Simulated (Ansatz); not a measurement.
The structure below was relaxed with r2SCAN (Ansatz, an electronic-structure program, PAW, no SOC).

Space group Fm-3m (No. 225); a = 4.1737 Å, b = 4.1737 Å, c = 4.1737 Å, α = 90.00°, β = 90.00°, γ = 90.00°

```json
[
 {"atom": "H", "site": "4a", "symmetry": "m-3m", "x": "0.0000", "y": "0.0000", "z": "0.0000"},
 {"atom": "Ti", "site": "4b", "symmetry": "m-3m", "x": "0.5000", "y": "0.5000", "z": "0.5000"}
]
```

Problem. Write out a cell with all atoms.

Solution. 
```cif
data_H4Ti4
_chemical_formula_sum 'H4 Ti4'
_space_group_name_H-M_alt 'P 1'
_space_group_IT_number 1
_cell_length_a 4.17373
_cell_length_b 4.17373
_cell_length_c 4.17373
_cell_angle_alpha 90.000
_cell_angle_beta 90.000
_cell_angle_gamma 90.000
loop_
_space_group_symop_operation_xyz
  'x, y, z'
loop_
_atom_site_label
_atom_site_type_symbol
_atom_site_fract_x
_atom_site_fract_y
_atom_site_fract_z
_atom_site_occupancy
H1 H 0.00000 0.00000 0.00000 1
Ti1 Ti 0.50000 0.00000 0.00000 1
H2 H 0.00000 0.50000 0.50000 1
Ti2 Ti 0.50000 0.50000 0.50000 1
H3 H 0.50000 0.00000 0.50000 1
Ti3 Ti 0.00000 0.00000 0.50000 1
H4 H 0.50000 0.50000 0.00000 1
Ti4 Ti 0.00000 0.50000 0.00000 1
```
This is the conventional cell.

Stability against distortions was not tested. All final runs are without spin polarisation. An odd electron count without spin: TiH. The cell was made from TiC by this change: C → H; the result is a model cell, its experimental status unchecked. TiH has a high density of states at the Fermi level and may be magnetic at this level.
